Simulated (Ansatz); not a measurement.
Levels about the gap of amorphous Si16Ge8O48 (72 atoms in a cell of 1073 Å³, 2.78 g/cm³; zone centre alone, so wide bands show as single levels with stretches between that a denser mesh fills), at the geometry that PBE relaxed, where it gives 0.1 GPa on a denser mesh. The participation number counts the atoms over which a state spreads; weights are charges in smoothed Voronoi cells. The levels come from a single point, so bond lengths are those of that geometry. Method of the levels: PBE, scalar-relativistic without spin-orbit coupling (Ansatz, an electronic-structure program). Sampling: the zone centre alone; Fermi-Dirac width 0.02 eV; no spin polarisation. At PBE the levels at the filled edge of the gap are localised (band-tail or defect states), and the nearest spread-out levels lie 3.9 eV apart at the zone centre.

It comes from a melt-quench run on a machine-learned potential (CHGNet), relaxed afterwards by DFT. O atoms were pushed apart under 1.9 Å during the dynamics, to hinder bonds among them. The hot cell started wider than the set density and was brought back towards it in steps. It is the lowest in DFT energy of 2 quenches. It is a model cell: composition and starting density were chosen by hand, and all elements were melted together. No dispersion term was used. Its density started from a set value of 2.89 and ended at 2.78 g/cm³. Cooling (nominally 390 K/ps over its main leg) ran many orders faster than in experiment, which tends to leave more defects and strain. Values belong to this one cell and scatter from quench to quench. Volume and shape were free in the relaxation.

| E - E(highest filled), eV | filling | participation number | largest on | weight O | weight Ge | weight Si |
|---|---|---|---|---|---|---|
| -0.83 | filled | 13.0 | O, 2 neighbours | 0.96 | 0.02 | 0.02 |
| -0.80 | filled | 21.5 | O, 2 neighbours | 0.95 | 0.03 | 0.02 |
| -0.72 | filled | 8.9 | O, 2 neighbours | 0.96 | 0.02 | 0.02 |
| -0.53 | filled | 10.0 | O, 2 neighbours | 0.96 | 0.03 | 0.02 |
| -0.46 | filled | 6.2 | O, 2 neighbours | 0.96 | 0.03 | 0.01 |
| -0.33 | filled | 3.2 | O, 2 neighbours | 0.96 | 0.03 | 0.01 |
| 0.00 | filled | 4.3 | O, 2 neighbours | 0.95 | 0.03 | 0.02 |
| 3.11 | empty | 29.9 | Ge, 4 neighbours | 0.61 | 0.29 | 0.10 |
| 4.40 | empty | 22.5 | Ge, 4 neighbours | 0.56 | 0.32 | 0.12 |
| 4.51 | empty | 24.1 | Ge, 4 neighbours | 0.57 | 0.33 | 0.10 |
| 4.65 | empty | 29.6 | Ge, 4 neighbours | 0.60 | 0.32 | 0.09 |
| 5.01 | empty | 23.6 | Ge, 4 neighbours | 0.58 | 0.32 | 0.10 |
| 5.12 | empty | 19.8 | Ge, 4 neighbours | 0.61 | 0.24 | 0.15 |
| 5.52 | empty | 13.6 | Ge, 4 neighbours | 0.59 | 0.33 | 0.08 |

Most localised among these is the filled level at -0.33 eV, on a O atom, which has 2 neighbours (Ge 1.73 Å, Ge 1.91 Å).
